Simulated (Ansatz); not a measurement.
Here is the system:

```
CELL_PARAMETERS angstrom
     -1.74410     1.74410     1.74410
      1.74410    -1.74410     1.74410
      1.74410     1.74410    -1.74410
ATOMIC_POSITIONS crystal
  Nb 0.00000 0.00000 0.00000
```

No spin polarisation.

Computed with r2SCAN (Ansatz, an electronic-structure program; PAW; 500 eV plane waves; scalar-relativistic without spin-orbit coupling). Settings: 28×28×28 k-points, 0.1 eV Fermi–Dirac smearing.

Q: What is the computed pressure?

A: -20.9 GPa.

Q: What is the computed band gap?

A: Zero.

Q: What is the computed space group?

A: Im-3m (No. 229).

The cells carry an imposed strain or load. No phonon test of stability was made. All final runs are without spin polarisation. The cell was made from Nb in the bcc (W type) structure (space group Im-3m, No. 229) by this change: isotropic strain +5.56 %.
